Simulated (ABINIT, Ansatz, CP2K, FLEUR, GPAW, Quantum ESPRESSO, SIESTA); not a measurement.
Code comparison for Ni3Sn4 (C2/m, 7 atoms in the cell)

Self-consistent single point.

```
Ni3Sn4
1.0
    6.10508    -2.02729     0.00000
    6.10508     2.02729     0.00000
   -1.34749     0.00000     5.01816
Ni Sn
3 4
Cartesian
  0.00000   0.00000   0.00000
  8.68057   0.00000   3.32985
  2.18209   0.00000   1.68831
  6.56961   0.00000   1.57355
  4.29305   0.00000   3.44462
  9.85597   0.00000   0.94060
  1.00670   0.00000   4.07756
```

All programs got the same cell, k-point mesh and kind of occupations (in Ansatz's words: kpoints.mp_grid.grid = 4 4 3; scf.occupations.method = fermi_dirac; scf.occupations.width = 0.1 eV); potentials, basis and cutoffs are each program's usual ones.

```csv
code,model,pressure (GPa),largest force (eV/Å),k-points,cutoff
ABINIT,"PBEsol, PAW (JTH v2.0 PBE PAW, files made for PBE)",-5.20,0.107,17,30 Ha
SIESTA,"GGA PBEsol, numerical atomic orbitals DZP, PseudoDojo PBEsol standard norm-conserving potentials (rewritten from UPF to PSML)",-0.94,0.181,28,grid 400 Ry
FLEUR,"PBEsol, all-electron FLAPW (FLEUR), scalar-relativistic valence",–,0.153,17,Kmax 3.6 1/bohr
Quantum ESPRESSO,"PBEsol, SSSP 1.1.2 efficiency (PBE) pseudopotentials",-1.87,0.099,17,50 Ry
Ansatz,"PBEsol, PAW files made with PBE",-1.81,0.114,17,default
CP2K,"PBEsol, GPW, DZVP-MOLOPT-SR-GTH basis, GTH-PBE potentials (GTH_POTENTIALS)",4.18,0.195,26,grid 600 Ry
GPAW,"PBEsol, GPAW PAW datasets PBEsol (made by gpaw-setup)",-1.85,0.082,17,850 eV
```

Size of the force on each atom (eV/Å): Sizes of forces hide their directions.

```
code                Ni1    Ni2    Ni3    Sn4    Sn5    Sn6    Sn7
----------------  -----  -----  -----  -----  -----  -----  -----
ABINIT            0.000  0.039  0.039  0.107  0.107  0.096  0.096
SIESTA            0.000  0.064  0.064  0.069  0.069  0.181  0.181
FLEUR             0.000  0.054  0.054  0.153  0.153  0.078  0.078
Quantum ESPRESSO  0.000  0.047  0.047  0.099  0.099  0.094  0.094
Ansatz            0.000  0.044  0.044  0.114  0.114  0.090  0.090
CP2K              0.000  0.060  0.060  0.070  0.070  0.195  0.195
GPAW              0.000  0.034  0.034  0.082  0.082  0.081  0.081
```

A dash marks a value that a program does not give, or that is left out as unsure.

The spread over the programs that give each value: pressure within 9.38 GPa; largest force within 0.113 eV/Å.

The starting cell comes from a database of computed structures (which also holds hypothetical and non-ambient phases and stackings), without a prior relaxation at this level. On Ansatz's run: Spin polarisation is off. Without a gap this mesh is coarse (it stands for a supercell whose shortest vector is 16 Å).

Q: Why do the programs differ, and what cannot be compared?

A: Differences of this kind can come from the potentials, where these differ, and from what each basis and cutoff leave unconverged. The valence holds different numbers of electrons (ABINIT 110, SIESTA 110, FLEUR 104, Quantum ESPRESSO 110, Ansatz (an electronic-structure program) 110, CP2K 70, GPAW 104). The zero of total energies and Fermi levels follows the potentials and each program's conventions, so they are not compared here. SIESTA and CP2K use small atom-centred bases, whose incompleteness enters pressures, forces and empty levels differently from a plane-wave cutoff. FLEUR treats all electrons, but the usual bases taken here (sphere radii, linearisation, local orbitals, empty states) were not tested for convergence, so the values are no reference for the others. Ansatz's pressure is given at a fixed set of plane waves, as the other plane-wave codes print theirs. The programs reduce the same mesh by symmetry to different extents, which changes the work and not the result. In the pressure, ABINIT (by 3.34) and CP2K (by 6.04) lie more than 1 GPa from the median of the plane-wave programs. In the force vectors, SIESTA (by 0.118) and CP2K (by 0.128) lie more than 0.08 eV/Å from the median of the plane-wave programs.

The shared mesh is coarse (it stands for a supercell whose shortest vector is 16 Å), so the values are not converged in it.

Left out of this page: Elk (not drawn, or without a comparable value).

Keys are those of Ansatz 0.2.
